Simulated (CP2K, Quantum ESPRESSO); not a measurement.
Equation of state of zinc-blende InAs (space group 216): energy against volume (CP2K, PBE)

```yaml
crystal:
  lattice:
    - [4.20887, 0.00000, 0.00000]
    - [2.10444, 3.64499, 0.00000]
    - [2.10444, 1.21500, 3.43653]
  atoms:
    - { symbol: In, position: [0.00000, 0.00000, 0.00000] }
    - { symbol: As, position: [0.75000, 0.75000, 0.75000] }
```

Level of theory: PBE, GPW, DZVP-MOLOPT-SR-GTH basis, GTH-PBE potentials (GTH_POTENTIALS) (CP2K). Settings: CUTOFF = 650 Ry; REL_CUTOFF = 40 Ry; SMEAR/METHOD = FERMI_DIRAC; ELECTRONIC_TEMPERATURE = 116.05 K; KPOINTS/SCHEME = MONKHORST-PACK 9 9 9; XC_FUNCTIONAL = PBE; In/BASIS_SET = DZVP-MOLOPT-SR-GTH-q13; In/POTENTIAL = GTH-PBE-q13; As/BASIS_SET = DZVP-MOLOPT-SR-GTH-q5; As/POTENTIAL = GTH-PBE-q5; METHOD = GPW; EPS_DEFAULT = 1e-10; NGRIDS = 5; SCF_GUESS = ATOMIC; EPS_SCF = 1e-07; MAX_SCF = 100. The cell above is the first row's. The rows scale it uniformly. In all rows fractional positions and the k mesh are held. E is the free energy at the stated smearing, counted from the lowest row.

| V (Å^3/atom) | E (meV/atom) |
|---|---|
| 26.360 | ? |
| 26.934 | 55.76 |
| 27.507 | 35.06 |
| 28.080 | 19.66 |
| 28.653 | 9.01 |
| 29.226 | 2.60 |
| 29.799 | 0.00 |
| 30.372 | 0.79 |
| 30.945 | 4.63 |

Using the third-order Birch-Murnaghan form, a cubic in V^(-2/3), estimate the missing E at V = 26.360 from the other rows, showing the fit.

With u = V^(-2/3) - 0.1062, the rows have u = 0.0050926, 0.0035416, 0.0020435, 0.0005956, -0.0008049, -0.0021604, -0.0034730, -0.0047451. Least squares gives E = 5.821 + 4775.7·u + 970115·u² + 3482257·u³. Residuals (row less fit): -0.001, 0.003, -0.001, 0.000, -0.004, 0.004, 0.000, -0.001; standard error 0.003 (degrees of freedom: 4). Its minimum lies at u = -0.0024949, so V0 = (0.1037051)^(-3/2) = 29.94. There d²E/du² = 1888000 and d³E/du³ = 2.089e7, so B0 = (4/9) × 29.94^(-7/3) × 1888000 × 0.160218 = 48.3 GPa (the last factor turns the table's units into GPa), and B0' = 4 + (2/3) × 0.1037051 × (2.089e7)/1888000 = 4.8. The program's pressures in the fitted runs (not shown) pass through zero at V = 29.94, 0.00 % from this V0. At the withheld row, u = 0.0067024, so E = 5.821 + 4775.7 × 0.0067024 + 970115 × 0.0067024² + 3482257 × 0.0067024³ = 82.458 meV/atom. The calculation gives 82.37 meV/atom, 0.088 meV/atom below the prediction (0.1 % of the range of E in the table). The row lies outside the fitted rows, so this is an extrapolation. From the scatter of the fitted rows alone, a prediction at this place has a standard error of 0.009 meV/atom, so the miss is 9.7 times that.

Carrying the step between the two nearest rows on in a straight line would have given 76.50, off by 5.87; series whose last step already gives the withheld value aren't shown. The scan was laid around a cell of about the measured size, scaled by a guess for this functional. The runs keep the symmetry of the cell, so they don't test it for distortions. A plane-wave scan with the same functional (Quantum ESPRESSO, GBRV) gives V0 = 29.65 Å^3/atom and B0 = 48.7 GPa; a Birch-Murnaghan fit to all rows here lies 1.0 % from it in V0 and -1 % in B0; the two differ in basis, and may differ in potentials and mesh. Values carry the incompleteness of an atom-centred basis. Cutoffs and mesh are single choices, not tested for convergence of this quantity. Series with a scatter that would blur these digits, or in which a gap closes, are not shown. Nor are scans whose minimum lies at an end fitted in this form.

Terms beyond the fitted order, or numerical noise in single rows, can give a miss of this size; the table doesn't tell which.
